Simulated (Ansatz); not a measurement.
Element substitutions in Ag2S

Take Ag₂S in the anti-fluorite structure (space group Fm-3m, No. 225; a = 6.090 Å; a model cell, its experimental status unchecked) as the base.

Each row replaces one element on all its sites; cell and atoms are relaxed.

All numbers come from Ansatz (a quantum-chemistry and plane-wave program) PBEsol, spin-orbit coupling left out, earlier PAW set.

Before the change:

| Property | Value |
|---|---|
| Volume per atom | 18.82 Å³ |

Problem. The aim is a volume per atom between 22.75 Å³ and 24.52 Å³. Which of these changes reaches it?
(A) S → Si
(B) S → Pt
(C) Ag → Cd

Solution. C, Ag → Cd. It gives 23.25 Å³; S → Pt gives 19.39 Å³; S → Si gives 17.67 Å³. Changes not listed may reach it too

No phonon test of stability was made. As relaxed here, Ag2Pt, Ag2Si and Cd2S are hypothetical phases, not in the database extracts checked. The final runs are not spin-polarised. This is not the structure that Ag2S has at room temperature and ambient pressure.
